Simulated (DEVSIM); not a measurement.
Device: Cr/SiO2/n-Si capacitor, at 300 K.

| layer (left to right) | material | thickness (nm) | Nd (cm⁻³) |
|---|---|---|---|
| 1 | SiO2 | 44.0 | - |
| 2 | Si | 2500 | 5.1e16 |

Metal gate on the left, work function 4.5 eV. Fixed charge at the semiconductor interface 0 cm⁻² (in units of +e); no interface traps.

Constants are typed, rounded textbook-type inputs, not results; the design itself was drawn at random and stands for no fabricated device. Values at 300 K.

| parameter | SiO2 | Si |
|---|---|---|
| gap (eV) | 9 | 1.124 |
| affinity (eV) | 0.9 | 4.05 |
| permittivity | 3.9 | 11.7 |
| Nc (cm⁻³) | - | 2.86e19 |
| Nv (cm⁻³) | - | 3.1e19 |

DEVSIM, 1D Poisson equation in equilibrium, Boltzmann statistics, complete ionisation; no quantum confinement or tunnelling. Metal contacts follow the ideal Schottky-Mott rule: no Fermi-level pinning, no interface dipoles.

Problem. Give the band bending (positive: bands bend down) and minority sheet density.

Solution. 
```csv
Vg (V),ψs (V),minority carriers (cm⁻²)
-5.8,-0.945,1.8e12
-5.2,-0.938,1.5e12
-4.6,-0.929,1.2e12
-4,-0.919,8.9e11
-3.4,-0.906,6.1e11
-2.8,-0.886,3.3e11
-2.2,-0.843,7.2e10
-1.6,-0.614,< 1e8
-1,-0.347,< 1e8
-0.4,-0.136,< 1e8
0.2,-0.011,< 1e8
0.8,0.046,< 1e8
1.4,0.076,< 1e8
2,0.096,< 1e8
2.6,0.111,< 1e8
3.2,0.122,< 1e8
3.8,0.132,< 1e8
```
